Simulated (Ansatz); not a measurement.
# Response to strain in AlN

Base system: AlN in the wurtzite structure (space group P6_3mc, No. 186; a = 3.089 Å, c = 4.943 Å). Axes: x lies along a and z along c of the hexagonal cell.

Strains are applied to the cell and any free atomic positions relax.

Computed with Kohn–Sham DFT with the LDA functional, run in Ansatz (a program for electronic structure) with PAW and 420 eV plane waves, scalar-relativistic without spin-orbit coupling.

Notes on the quantities. energy relative to the base: free energy F.

| uniaxial strain ε_zz (%) | energy relative to the base (meV/atom) |
|---|---|
| -3 | 10.5 |
| -2.4 | 6.7 |
| -1.8 | ? |
| -1.2 | 1.7 |
| -0.6 | 0.4 |
| 0 | 0.0 |

### Question
Fit ΔE = Aε² + Bε³ (ε in %) to the rows shown and predict the withheld row.

### Answer
Least squares on the printed values gives A = 1.16 and B = -0.0011 meV/atom (largest residual 0.0 meV/atom); this predicts 3.8 meV/atom, and the run gives 3.8 meV/atom, in agreement.

Whether these cells are dynamically stable was not tested.
